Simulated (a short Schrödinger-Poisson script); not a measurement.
Structure: MOS inversion layer, SiO2 on p-type Si(100), at 300 K.

From the gate side: 3.6 nm SiO2; 270 nm Si, acceptors 2.5e18 cm⁻³.

Constants are typed, rounded textbook-type inputs, not results; the design itself was drawn at random and stands for no fabricated device. SiO2: permittivity 3.9, conduction-band edge (eV) 3.15, gap (eV) 9, electron mass (mₑ) 0.5. Si: permittivity 11.7, conduction-band edge (eV) 0, gap (eV) 1.124, Nv at 300 K (cm⁻³) 3.1e19.

Channel valleys (confinement mass, in-plane density-of-states mass, number): Δ2 0.916, 0.19, 2; Δ4 0.19, 0.417, 4. At the gate the conduction-band edge of layer 1 lies 3.45 eV − eVg above the Fermi level of the channel; the field vanishes at the back. Gaps are held at their typed values at every temperature. Mesh 0.03 nm at interfaces.

From a short Schrödinger-Poisson script (our own, NumPy): 1D Poisson equation in equilibrium, electrons quantum, Hartree (BenDaniel-Duke, 12 states a valley, the channel's in-plane mass for all, wave functions free to enter the dielectric), parabolic valleys, classical holes, full ionisation, no traps, pinning or gate leakage.

```csv
Vg (V),electrons (cm⁻²),C (μF/cm²),Δ2 E0 (meV from the Fermi level),Δ4 E0 (meV from the Fermi level)
1.2,2.80e9,0.317,193.7,272.3
1.35,8.23e10,0.459,105.6,186.7
1.5,5.12e11,0.706,57.1,140.1
1.65,1.16e12,0.789,34.1,118.8
1.8,1.89e12,0.822,19.6,106.0
1.95,2.65e12,0.839,8.8,96.7
2.1,3.43e12,0.849,0.0,89.4
2.25,4.22e12,0.857,-7.5,83.4
2.4,5.01e12,0.862,-14.1,78.1
2.55,5.82e12,0.867,-20.2,73.5
2.7,6.63e12,0.870,-25.7,69.3
2.85,7.44e12,0.873,-31.0,65.4
3,8.25e12,0.876,-35.9,61.8
3.15,9.07e12,0.878,-40.6,58.5
3.3,9.89e12,0.880,-45.0,55.3
3.45,1.07e13,0.882,-49.3,52.3
```

Gate voltages with under 1e9 electrons/cm² are left out.

Task: At Vg = 3.45 V the lowest Δ2 subband lies at -49.3 meV from the Fermi level. How many electrons does it hold, and what share of all?

Result: The two-dimensional density of states is g m/(πħ²) = 1.59e11 cm⁻² meV⁻¹ (both spins), kT = 25.9 meV, so n = D kT ln(1 + exp(−E/kT)) = 8.40e12 cm⁻², 0.78 of the 1.07e13 cm⁻² in all.

Task: Compare the slope of the sheet density between 3.15 and 3.45 V with the geometric capacitance of the layers between gate and channel.

Result: q Δn/ΔV = 0.871 μF/cm²; ε0/Σ(t/ε) = 0.959 μF/cm². The ratio is 0.91: the channel acts as a further capacitance in series.
